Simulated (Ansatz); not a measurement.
## Cubic perovskite CsPbBr₃ (cubic high-temperature phase)

Calculation: rVV10 in Ansatz (plane waves, PAW).

Settings: plane-wave cutoff 520 eV, 6×6×6 k mesh, Fermi–Dirac smearing 0.01 eV, scalar-relativistic PAW data made under PBE.

Cell (relaxed at this level):

Space group Pm-3m (No. 221); a = b = c = 5.9382 Å, α = β = γ = 90.00°

| atom | site | symmetry | x | y | z |
|---|---|---|---|---|---|
| Cs | 1a | m-3m | 0.0000 | 0.0000 | 0.0000 |
| Pb | 1b | m-3m | 0.5000 | 0.5000 | 0.5000 |
| Br | 3c | 4/mm.m | 0.0000 | 0.5000 | 0.5000 |

| Quantity | Result |
|---|---|
| bulk modulus | 22.0 GPa |
| band gap | 1.57 eV |
| Γ–Γ gap | 4.53 eV |
| pressure derivative B′ of the bulk modulus | 4.8 |

Note: the relaxation could not lower the start's symmetry, so the cell can be a saddle point above a distorted one.

Spin–orbit coupling is not included; with these elements it can move the gap by several tenths of an eV or more.

Computed values are for the static lattice.

It cost around 3 core-minutes (rough) of CPU time.

Ansatz is a first-principles code.
